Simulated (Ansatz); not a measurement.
# Hypothetical rock salt BP: pressure series

The reference is BP in the rock salt structure (space group Fm-3m, No. 225; a = 4.2887 Å; a hypothetical phase, not in the database extracts checked).

Cell and atoms are relaxed at each pressure.

Calculations: PBEsol, PAW, 420 eV (Ansatz, an electronic-structure program; no spin-orbit coupling).

```tsv
variant	shortest interatomic distance	density
base	2.144 Å	3.52 g/cm³
pressure −2 GPa	2.153 Å	3.48 g/cm³
pressure −1 GPa	2.148 Å	3.50 g/cm³
pressure 0.3 GPa	2.143 Å	3.52 g/cm³
pressure 0.7 GPa	[?]	[?]
pressure 1.5 GPa	2.138 Å	3.55 g/cm³
pressure 3 GPa	2.132 Å	3.58 g/cm³
pressure 5 GPa	2.125 Å	3.62 g/cm³
pressure 7.5 GPa	2.116 Å	3.66 g/cm³
pressure 10 GPa	2.107 Å	3.71 g/cm³
```

What belongs in the blanks?


- pressure 0.7 GPa, shortest interatomic distance: 2.141 Å
- pressure 0.7 GPa, density: 3.53 g/cm³

Load acts through the strain it causes; cell and atoms are relaxed under it. Whether these cells are dynamically stable was not tested. Competing high-pressure phases were not computed. All final runs are without spin polarisation.
